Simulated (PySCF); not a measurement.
PySCF 2.14.0, TPSSH/def2-svp, df: Cr(NH)(S)(F)(Me) ([CH3][Cr](=[NH])([F])=[S]), 9 atoms. The geometry is a generated start, not checked to be a minimum at this level.

task: energy
method: tpssh
basis: def2-svp
two-electron scheme: density fitting
mol.max_memory: 3000 MB
mf.max_cycle: 100
mf.conv_tol: 1e-09 (default)
mf.grids.level: 3 (default)
basis functions: 111
grid points: 121304

```xyz
9

Cr    -0.5241    -0.7472     0.1618
N      0.4020    -1.4094    -0.9999
H      0.9364    -1.9149    -1.6968
S      0.2158    -1.2946     2.0088
F     -2.2067    -0.5830     0.1886
C      0.2140     1.2129     0.0925
H      1.2705     1.3113     0.3466
H     -0.3692     1.8040     0.8110
H      0.0613     1.6210    -0.9126
```

Charge 0 and multiplicity 1 are set for this test and not shown to be the ground state.

With the defaults (mf.DIIS = CDIIS, mf.diis_space = 8, mf.diis = true, mf.damp = 0, mf.diis_start_cycle = 1, mf.init_guess = minao, mf.diis_damp = 0, mf.level_shift = 0) it converges in 18 Fock builds. One run each on 2 threads, 1 BLAS thread, with these changes:
- mf.init_guess = sap
- mf.DIIS = EDIIS
- mf.DIIS = ADIIS
- mf.level_shift = 0.3 Hartree
- mf.diis_space = 3
- mf.diis_damp = 0.3
- mf.init_guess = 1e
- mf.diis = false
- mf.diis = false, mf.damp = 0.7, mf.diis_start_cycle = 999

### Question
Which runs fail or end elsewhere than the default run?

### Answer
No convergence: mf.DIIS = ADIIS; mf.DIIS = EDIIS; mf.diis_space = 3; mf.diis = false; mf.diis = false, mf.damp = 0.7, mf.diis_start_cycle = 999 (the run ends without SCF convergence in 100 cycles). The rest reach the solution of the defaults.

```json
[
 {"setting": "the defaults", "Fock builds": "18", "end": "same solution"},
 {"setting": "mf.diis_damp = 0.3", "Fock builds": "22", "end": "same solution"},
 {"setting": "mf.init_guess = 1e", "Fock builds": "25", "end": "same solution"},
 {"setting": "mf.level_shift = 0.3 Hartree", "Fock builds": "27", "end": "same solution"},
 {"setting": "mf.init_guess = sap", "Fock builds": "55", "end": "same solution"},
 {"setting": "mf.DIIS = ADIIS", "Fock builds": "60", "end": "no convergence"},
 {"setting": "mf.DIIS = EDIIS", "Fock builds": "101", "end": "no convergence"},
 {"setting": "mf.diis_space = 3", "Fock builds": "101", "end": "no convergence"},
 {"setting": "mf.diis = false", "Fock builds": "101", "end": "no convergence"},
 {"setting": "mf.diis = false, mf.damp = 0.7, mf.diis_start_cycle = 999", "Fock builds": "101", "end": "no convergence"}
]
```
